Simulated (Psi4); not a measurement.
Psi4 1.11, TPSS/def2-svp: Li(OH2)4 ([OH2]->[Li+](<-[OH2])(<-[OH2])<-[OH2]), charge +1, multiplicity 1, 13 atoms. The geometry is a generated start, not checked to be a minimum at this level.

| Item | Result |
|---|---|
| task | energy |
| method | tpss |
| basis | def2-svp |
| memory | 3 GB |
| maxiter | 100 |
| keys of the molecule block | symmetry c1 |
| scf_type | df (default) |
| e_convergence | 1e-06 (default) |
| d_convergence | 1e-06 (default) |
| dft_radial_points | 75 (default) |
| dft_spherical_points | 302 (default) |
| basis functions | 105 |
| grid points | 281139 |

```xyz
13

Li    -0.0582     0.0021    -0.0356
O      1.4410    -0.4012    -1.1007
H      1.9192     0.1489    -1.7252
H      1.9291    -1.2281    -1.0692
O      0.3341     0.3647     1.7576
H      0.8353     1.1296     2.0483
H      0.2051    -0.1691     2.5442
O     -0.7399     1.6352    -0.6884
H     -0.4103     2.2114    -1.3814
H     -1.5629     2.0328    -0.3996
O     -1.0762    -1.5898     0.0266
H     -1.8708    -1.7635     0.5364
H     -0.9453    -2.3729    -0.5130
```

Charge 1 and multiplicity 1 are set for this test and not shown to be the ground state.

With the defaults (diis = true, scf_initial_accelerator = adiis, damping_percentage = 0, diis_max_vecs = 10, guess = auto, which took SAD, level_shift = 0, level_shift_cutoff = 0.01) it converges in 8 SCF iterations. One run each on 2 threads, with these changes:
- damping_percentage = 20
- guess = sadno
- diis_max_vecs = 6
- guess = sapgau
- guess = huckel
- diis_max_vecs = 3
- level_shift = 0.1, level_shift_cutoff = 0.001
- diis = false, scf_initial_accelerator = none, damping_percentage = 60
- damping_percentage = 60

**Question.** Which of these changes keep the SCF from converging, or lead it to another solution?

**Answer.** No convergence: diis = false, scf_initial_accelerator = none, damping_percentage = 60 (the run ends without SCF convergence in 100 iterations). The rest reach the solution of the defaults.

| setting | SCF iterations | end |
|---|---|---|
| the defaults | 8 | same solution |
| diis_max_vecs = 6 | 8 | same solution |
| diis_max_vecs = 3 | 8 | same solution |
| guess = sapgau | 8 | same solution |
| guess = huckel | 8 | same solution |
| guess = sadno | 8 | same solution |
| level_shift = 0.1, level_shift_cutoff = 0.001 | 8 | same solution |
| damping_percentage = 20 | 18 | same solution |
| damping_percentage = 60 | 98 | same solution |
| diis = false, scf_initial_accelerator = none, damping_percentage = 60 | 100 | no convergence |
